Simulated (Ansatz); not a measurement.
The starting structures come from a database of crystals and need not be the phases stable at ambient conditions.

Inside the gap of an insulator the Bloch states are evanescent, with a wavenumber k + iκ along the transport direction.

Here is the system:

```yaml
crystal:
  lattice:
    - [6.43968, 0.00000, 0.00000]
    - [0.00000, 7.99824, 0.00000]
    - [3.21984, -3.99912, 3.99912]
  atoms:
    - { symbol: Tl, position: [0.25000, 0.00000, 0.00000] }
    - { symbol: Tl, position: [0.75000, 0.00000, 0.00000] }
    - { symbol: Ga, position: [0.75000, 0.50000, 0.00000] }
    - { symbol: Ga, position: [0.25000, 0.50000, 0.00000] }
    - { symbol: Se, position: [0.83626, 0.50000, 0.32747] }
    - { symbol: Se, position: [0.16374, 0.50000, 0.67253] }
    - { symbol: Se, position: [0.33626, 0.82747, 0.32747] }
    - { symbol: Se, position: [0.66374, 0.17253, 0.67253] }
```

Space group of this cell: I4/mcm. The cell was relaxed by PBE-D3(BJ).

Transport runs along the normal of the first two printed cell vectors, the (100) plane of the conventional cell.

No gap correction and no spin-orbit coupling; mid-gap values are interpolated between computed energies.

**Question.** State the band gap and the smallest decay constant κ at mid-gap according to r2SCAN run with Ansatz (a program for electronic structure).

**Answer.** Gap 0.75 eV on a 8×8×8 mesh; κ = 0.169 1/Å, at the zone centre.
